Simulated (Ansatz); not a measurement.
The parent structure is SiC in the wurtzite structure (space group P6_3mc, No. 186; a = 3.092 Å, c = 5.074 Å).

Levels (all Ansatz, a first-principles code, PAW, earlier PAW set): PBE (420 eV, scalar-relativistic without spin-orbit coupling); r2SCAN (500 eV, scalar-relativistic without spin-orbit coupling).

Levels that relaxed their own cell: PBE and r2SCAN.

| level | band gap | lattice parameter a | lattice parameter c |
|---|---|---|---|
| PBE | 2.31 eV | 3.092 Å | 5.074 Å |
| r2SCAN | 2.65 eV | 3.075 Å | 5.049 Å |

Measured: band gap 3.33 eV (temperature not stated; as listed in Daiki Deguchi et al., Japanese Journal of Applied Physics (2016)); lattice parameter a 3.0763 Å (room temperature; as listed in Beate Paulus, Fa-Jian Shi, Hermann Stoll, Journal of Physics Condensed Matter (1997)); lattice parameter c 5.048 Å (room temperature; as listed in Beate Paulus, Fa-Jian Shi, Hermann Stoll, Journal of Physics Condensed Matter (1997)).

Computed minus measured — band gap: PBE -1.02 eV, r2SCAN -0.68 eV (closest: r2SCAN); lattice parameter a: PBE +0.5 %, r2SCAN -0.0 % (closest: r2SCAN); lattice parameter c: PBE +0.5 %, r2SCAN +0.0 % (closest: r2SCAN). Measured values not marked as corrected hold thermal and zero-point effects that the static-lattice runs lack. A measured gap can be an optical one, lowered by exciton binding.

Whether these cells are dynamically stable was not tested.
